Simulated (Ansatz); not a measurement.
Consider CaTiSe$_{3}$ in the cubic perovskite structure (space group Pm-3m, No. 221; a = 4.920 Å; a hypothetical phase, not in the database extracts checked). Axes: x, y, z lie along the cube axes.

Modification: compressive biaxial strain of 2.25 % in the plane normal to [111], as in epitaxy on a mismatched substrate; the out-of-plane cell vector and the atoms relax.

Levels (all Ansatz, a quantum-chemistry and plane-wave program, PAW): PBEsol (420 eV, spin-orbit coupling left out); r2SCAN (500 eV, no spin-orbit coupling).

The geometry is relaxed with PBEsol.

| Property | Result |
|---|---|
| PBEsol pressure | 1.2 GPa |

Question: Predict the pressure from r2SCAN.

Answer: The pressure grows by 2.5 GPa (1.2 GPa → 3.7 GPa).

Single points use the geometry relaxed with PBEsol. Their cutoffs differ, which shifts pressures a little. Without a gap, meshes like the base's 10×10×10 leave anisotropic stresses uncertain by several tenths of a GPa, and small strain energies with them. Whether these cells are dynamically stable was not tested. All final runs are without spin polarisation. Many cubic perovskites are stable only at high temperature; tilts and polar distortions were not tested. CaTiSe3 has a high density of states at the Fermi level and may be magnetic at this level.
